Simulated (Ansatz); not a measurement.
Ansatz (a program for electronic structure), DFT, PBEsol, plane waves, its default PAW files: Cu, atoms displaced (from the phase in space group 194, mp-989782), 2 atoms. Basis and mesh were picked for this test and aren't claimed converged.

```json
{
 "cell": "2.53, 2.53, 4.11 Å; 90, 90, 120°",
 "distance_to_the_nearest_atom": "2.48 to 2.48 Å",
 "task": "single point",
 "k mesh": "16×16×8",
 "hamiltonian.xc": "pbesol",
 "kind_of_files": "paw",
 "scf.occupations.method": "fermi_dirac",
 "scf.occupations.width": "0.1 eV",
 "output.forces": "true",
 "binding of workers (--pin)": "off",
 "k-point pools (--kpoint-pools)": "1",
 "memory maximum (--max-ram)": "8GiB",
 "accuracy": "medium (default)",
 "basis.precision": "auto (default)",
 "basis.xc_grid": "2 (default)",
 "scf.mixing.algorithm": "auto (default)",
 "scf.mixing.preconditioner": "auto (default)",
 "scf.convergence.dr2_threshold": "1e-07 (default)",
 "scf.lower_state_search": "light (default)",
 "k-points after symmetry": "1028",
 "bands_at_the_start": "23",
 "electrons": "38",
 "plane waves at Γ": "451",
 "cutoff (eV)": "420",
 "FFT grid": "18×18×30",
 "symmetry_operations": "2"
}
```

One run each.

All on 4 threads. Base settings, kept where nothing else is said: scf.eigensolver.kind = auto (default), scf.eigensolver.mixed_precision = false (default), scf.eigensolver.cushion = auto (default), scf.eigensolver.full_accuracy = false (default), scf.algorithm = auto (default) (scf.eigensolver.max_subspace_factor, scf.eigensolver.real_solve not set). The settings tried:
- scf.algorithm = density_mixing
- scf.algorithm = direct_min
- the base settings
- scf.eigensolver.real_solve = false
- scf.eigensolver.kind = davidson, scf.eigensolver.mixed_precision = true
- scf.eigensolver.full_accuracy = true
- scf.eigensolver.mixed_precision = true
- scf.eigensolver.kind = davidson, scf.eigensolver.cushion = true
- scf.eigensolver.kind = davidson, scf.eigensolver.max_subspace_factor = 2
- scf.eigensolver.kind = davidson, scf.eigensolver.max_subspace_factor = 6
- scf.eigensolver.kind = davidson

### Question
Which settings need the fewest applications of H to a band, which the most, and do any fail to converge?

### Answer
Fewest applications of H to a band, with those close behind: scf.eigensolver.real_solve = false (325595); the base settings (332665); scf.algorithm = density_mixing (332665). Most among those that reach the base run's result: scf.algorithm = direct_min (871692). All converged.

```json
[
 {"setting": "scf.eigensolver.real_solve = false", "applications of H to a band": "325595", "SCF iterations (all cycles of the run, searches included)": "6", "end": "converged"},
 {"setting": "the base settings", "applications of H to a band": "332665", "SCF iterations (all cycles of the run, searches included)": "6", "end": "converged"},
 {"setting": "scf.algorithm = density_mixing", "applications of H to a band": "332665", "SCF iterations (all cycles of the run, searches included)": "6", "end": "converged"},
 {"setting": "scf.eigensolver.kind = davidson, scf.eigensolver.max_subspace_factor = 6", "applications of H to a band": "544358", "SCF iterations (all cycles of the run, searches included)": "7", "end": "converged"},
 {"setting": "scf.eigensolver.kind = davidson", "applications of H to a band": "545391", "SCF iterations (all cycles of the run, searches included)": "7", "end": "converged"},
 {"setting": "scf.eigensolver.kind = davidson, scf.eigensolver.max_subspace_factor = 2", "applications of H to a band": "553440", "SCF iterations (all cycles of the run, searches included)": "6", "end": "converged"},
 {"setting": "scf.eigensolver.kind = davidson, scf.eigensolver.cushion = true", "applications of H to a band": "577733", "SCF iterations (all cycles of the run, searches included)": "7", "end": "converged"},
 {"setting": "scf.eigensolver.kind = davidson, scf.eigensolver.mixed_precision = true", "applications of H to a band": "590310", "SCF iterations (all cycles of the run, searches included)": "7", "end": "converged"},
 {"setting": "scf.eigensolver.mixed_precision = true", "applications of H to a band": "590310", "SCF iterations (all cycles of the run, searches included)": "7", "end": "converged"},
 {"setting": "scf.eigensolver.full_accuracy = true", "applications of H to a band": "733202", "SCF iterations (all cycles of the run, searches included)": "6", "end": "converged"},
 {"setting": "scf.algorithm = direct_min", "applications of H to a band": "871692", "SCF iterations (all cycles of the run, searches included)": "4", "end": "converged"}
]
```

An iteration's cost differs between solvers, so these counts don't give the time.

Keys are those of Ansatz 0.2.
